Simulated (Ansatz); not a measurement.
Start from Nb in the bcc (W type) structure (space group Im-3m, No. 229; a = 3.271 Å).

Computed with Kohn–Sham DFT with the PBEsol functional, run in Ansatz (a first-principles code) with PAW and 420 eV plane waves, no spin-orbit coupling, earlier PAW set.

Before the change:

```
Item                                        Value
-----------------------------  ------------------
Magnetic state                 not spin-polarised
Shortest interatomic distance          5.354 bohr
```

Now apply this change: every Nb is replaced by Ni; the structure is relaxed again.

Tabulated Pauling electronegativity and covalent radius: Nb 1.60, 1.64 Å; Ni 1.91, 1.24 Å.

Task: Predict the new magnetic state and shortest interatomic distance.

Result: The magnetic state changes from not spin-polarised to ferromagnetic; the shortest interatomic distance shrinks by 0.844 bohr to 4.510 bohr.

The magnetic state is the one reached from the starting moments; the real material's order can differ, and small cells can't hold many antiferromagnetic ones. Whether these cells are dynamically stable was not tested. For Ni in this form, whether it has been made was not checked. Starting moments died away, wholly or in part, for Nb → Ni; another magnetic solution may exist. Spin-polarised in the final run: Ni; the other runs are not. This is not the structure that Ni has at room temperature and ambient pressure.
